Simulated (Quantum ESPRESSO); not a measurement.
**One base run on Ba3Si4 (P4_2/mnm, 28 atoms in the cell) and variants with one or two settings moved**

```
Ba3Si4
1.0
    8.72782     0.00000     0.00000
    0.00000     8.72782     0.00000
    0.00000     0.00000    12.13559
Ba Si
12 16
Direct
  0.50000   0.00000   0.75000
  0.50000   0.00000   0.25000
  0.00000   0.50000   0.75000
  0.00000   0.50000   0.25000
  0.00000   0.00000   0.83010
  0.00000   0.00000   0.16990
  0.50000   0.50000   0.33010
  0.50000   0.50000   0.66990
  0.66402   0.66402   0.00000
  0.33598   0.33598   0.00000
  0.83598   0.16402   0.50000
  0.16402   0.83598   0.50000
  0.79927   0.79927   0.64417
  0.20073   0.20073   0.35583
  0.70073   0.29927   0.14417
  0.29927   0.70073   0.85583
  0.20073   0.20073   0.64417
  0.79927   0.79927   0.35583
  0.29927   0.70073   0.14417
  0.70073   0.29927   0.85583
  0.70135   0.10231   0.00000
  0.29865   0.89769   0.00000
  0.39769   0.20135   0.50000
  0.60231   0.79865   0.50000
  0.20135   0.39769   0.50000
  0.79865   0.60231   0.50000
  0.89769   0.29865   0.00000
  0.10231   0.70135   0.00000
```

Base run A: PBEsol, PseudoDojo standard norm-conserving (PBESOL) pseudopotentials (Quantum ESPRESSO), self-consistent single point.

Its settings: ecutwfc = 60 Ry; occupations = smearing; smearing = mp; degauss = 0.0147 Ry; potentials = {Ba: Ba.upf, Si: Si.upf}; K_POINTS = automatic 2 2 2 0 0 0; conv_thr = 1e-10 Ry; mixing_beta = 0.7.

The starting cell comes from a database of computed structures (which also holds hypothetical and non-ambient phases and stackings), without a prior relaxation at this level. Its lattice was rescaled by a random factor within 2.5 % of one. In the base run, with a pressure of about -3 GPa the cell is away from its equilibrium volume at this level. Without a gap this mesh is coarse (it stands for a supercell whose shortest vector is 17 Å).

ΔF is the free energy per atom less that of run A. 

Run A gave: pressure (GPa) -3.32; largest force (eV/Å) 0.156; k-points 6.

Runs:
- B: K_POINTS, ecutwfc = automatic 1 1 1 0 0 0, 60 Ry
- C: K_POINTS, ecutwfc = automatic 2 2 2 0 0 0, 24 Ry
- D: K_POINTS, ecutwfc = automatic 2 2 2 0 0 0, 30 Ry

### Question
What does run C change against A?

### Answer
The free energy goes up by 247 meV/atom, the pressure goes from -3.32 to -8.29 GPa and the largest force hardly changes (0.156 to 0.153 eV/Å).

### Question
What does run D change against A?

### Answer
The free energy goes up by 44.9 meV/atom, the pressure goes from -3.32 to -4.62 GPa and the largest force goes from 0.156 to 0.150 eV/Å.

| run | ΔF (meV/atom) | pressure (GPa) | largest force (eV/Å) | k-points |
|---|---|---|---|---|
| A | 0.00 | -3.32 | 0.156 | 6 |
| B | -13.1 | -3.32 | 0.455 | 1 |
| C | 246.8 | -8.29 | 0.153 | 6 |
| D | 44.9 | -4.62 | 0.150 | 6 |
